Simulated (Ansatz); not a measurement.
Mg_Nb in ferroelectric LiNbO3: one set of geometries, relaxed with PBE, evaluated in Ansatz (PAW, plane waves to 420 eV, 500 eV under r2SCAN) with PBE, r2SCAN.

Set-up: 120-site cell; 2×2×2 Γ-centred k-points; start: the Nb site; charged states image-corrected; not converged in cell size; flagged in the runs: a doubtful potential alignment, a host whose relaxation on this sampling wasn't shown to rest, a strain field that reaches the edge of the cell.

```tsv
quantity	PBE	r2SCAN
host gap (eV)	3.53	[?]
ε(0/−1) above the VBM (eV)	0.16	[?]
ε(−1/−2) above the VBM (eV)	0.32	[?]
ε(−2/−3) above the VBM (eV)	0.32	[?]
neutral formation energy against hcp Mg, bcc Nb (eV)	8.10	[?]
largest moment on one atom at charge 0 (μB)	0.75	[?]
largest moment on one atom at charge −1 (μB)	0.55	[?]
largest moment on one atom at charge −2 (μB)	0.46	[?]
```

Task: Given the lower rungs, what does r2SCAN give?

Result: 
- host gap (eV), r2SCAN: 3.94
- ε(0/−1) above the VBM (eV), r2SCAN: 0.25
- ε(−1/−2) above the VBM (eV), r2SCAN: 0.61
- ε(−2/−3) above the VBM (eV), r2SCAN: 0.53
- neutral formation energy against hcp Mg, bcc Nb (eV), r2SCAN: 8.69
- largest moment on one atom at charge 0 (μB), r2SCAN: 0.83
- largest moment on one atom at charge −1 (μB), r2SCAN: 0.68
- largest moment on one atom at charge −2 (μB), r2SCAN: 0.58

Ansatz is a first-principles code.
